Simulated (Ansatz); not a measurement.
A self-consistent single point of CaC₂ (C2/c, 6 atoms in the cell) with Ansatz (a program for electronic structure).

Computed with PBEsol, PAW files made with PBE (plane waves; Ansatz).

```
CaC2
1.0
    3.34466    -2.11084     0.00000
    3.34466     2.11084     0.00000
   -2.22920     0.00000     7.14948
Ca C
2 4
Cartesian
  1.67276   1.37407   5.36211
  2.78736  -1.37407   1.78737
  0.62566  -0.59323   4.00457
  3.83446   0.59323   3.14491
  2.71986  -0.59323   6.71966
  1.74026   0.59323   0.42983
```

Reference input (self-consistent single point, DFT, PBEsol, plane waves, PAW files made with PBE): kpoints.mp_grid.grid = 5 5 3; hamiltonian.xc = pbesol; hamiltonian.pseudopotentials = {kind: paw} (the program's default PAW files); scf.occupations.method = fixed. This run's input differs from it in these lines:

Ansatz 0.2 input:
```diff
@@ -14,3 +14,3 @@
 kpoints:
-  mp_grid: { grid: [5, 5, 3] }
+  mp_grid: { grid: [6, 6, 3] }
 hamiltonian:
```

The program printed (abridged):

```
SCF iter   1: F=—  HF=-4575.555382 eV  |F-HF|=—  |Δ(HF+E_count)|=         —  Δρ=7.63e-2  dr2=5.13e0  ethr=3.10e-3  ⟨swp⟩=4.1  Hψ=3314  notcnv=0  defer=103
all-band conjugate gradients solve this SCF's bands
preconditioner: auto → Resta (q_TF=auto, 2.298 Å⁻¹)
SCF iter   2: F=—  HF=-4573.998730 eV  |F-HF|=—  |Δ(HF+E_count)|=    1.56e0  Δρ=3.41e-2  dr2=8.70e-1  ethr=3.10e-3  ⟨swp⟩=2.0  Hψ=1573  notcnv=0  defer=75
   [... lines left out ...]
SCF iter   5: F=—  HF=-4573.719235 eV  |F-HF|=—  |Δ(HF+E_count)|=   1.29e-3  Δρ=3.40e-4  dr2=1.33e-4  ethr=6.03e-6  ⟨swp⟩=2.1  Hψ=1181  notcnv=0  defer=136
SCF iter   6: F=—  HF=-4573.719346 eV  |F-HF|=—  |Δ(HF+E_count)|=   1.11e-4  Δρ=4.57e-5  dr2=1.84e-6  ethr=3.69e-7  ⟨swp⟩=2.2  Hψ=1114  notcnv=0  defer=136
SCF iter   7: F=—  HF=-4573.719353 eV  |F-HF|=—  |Δ(HF+E_count)|=   6.51e-6  Δρ=8.48e-6  dr2=5.25e-8  ethr=2.78e-10  ⟨swp⟩=15.0  Hψ=6065  notcnv=0
SCF iter   8: F=-4573.719353 eV  HF=-4573.719353 eV  |F-HF|=4.28e-10  |Δ(HF+E_count)|=   3.77e-8  Δρ=1.42e-6  dr2=1.80e-9  ethr=1.46e-10  ⟨swp⟩=2.0  Hψ=2857  notcnv=0
SCF 1 converged in 8 iterations: F = -4573.719353 eV  dr2 = 1.80e-9
Free energy (F): -4573.719353 eV
Internal energy: -4573.719353 eV  (E = F + TS)
E sigma→0 (E₀):  -4573.719353 eV
Fermi energy:    3.921875 eV
--- Forces (eV/Å), atoms counted from 1 ---
  atom   1  Ca     0.00000000    -0.11774657     0.00000000
  atom   2  Ca    -0.00000000     0.11774657    -0.00000000
  atom   3  C     -0.09189162    -0.48272436    -0.41916769
  atom   4  C      0.09189162     0.48272436     0.41916769
  atom   5  C      0.09189162    -0.48272436     0.41916769
  atom   6  C     -0.09189162     0.48272436    -0.41916769
--- Stress (GPa, compression-positive) ---
       -3.777730       0.000000      -0.425019
        0.000000      -5.737700       0.000000
       -0.425018       0.000000      -5.118400
  P = ⅓ Tr σ = -4.8779 GPa (-48.779 kbar)
  The stress holds the Pulay correction. Without it, at fixed plane waves, as pw.x and ABINIT print it: P = -5.0032 GPa
```

The run converged in 8 iterations. Against the reference run the free energy stays essentially unchanged (within 1 meV/atom), the pressure stays at -4.88 GPa, the largest force hardly changes (0.647 to 0.646 eV/Å) and the gap on the mesh goes from 2.218 to 1.979 eV.

The starting cell comes from a database of computed structures (which also holds hypothetical and non-ambient phases and stackings), without a prior relaxation at this level. Its lattice was rescaled by a random factor within 2.5 % of one. With a pressure of about -5 GPa the cell is away from its equilibrium volume at this level. Ansatz's pressure includes its estimate of the finite-basis (Pulay) stress.
